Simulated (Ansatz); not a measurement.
The parent structure is ZnCu$_{2}$SnS$_{4}$ (space group I-4, No. 82; a = 5.374 Å, c = 10.755 Å). Axes: x, y, z lie along a, b, c of the conventional cell.

Computed with Ansatz (a quantum-chemistry and plane-wave program), PBEsol, PAW, cutoff 420 eV, without spin-orbit coupling.

Before the change:

| Quantity | Value |
|---|---|
| Pressure | -0.1 kbar |

Perturbation: compressive biaxial strain of 0.75 % in the plane normal to [001], as in epitaxy on a mismatched substrate; the out-of-plane cell vector and the atoms relax.

Q: Predict the new pressure.

A: The pressure (mean of the normal stresses, compression positive) goes up by 4.5 kbar, from -0.1 kbar to 4.4 kbar.

Q: How does this affect the out-of-plane strain?

A: The out-of-plane strain amounts to +0.94 %.

Q: Predict the new energy relative to the base.

A: The energy increases by 0.6 meV/atom.

Whether these cells are dynamically stable was not tested. All final runs are without spin polarisation.
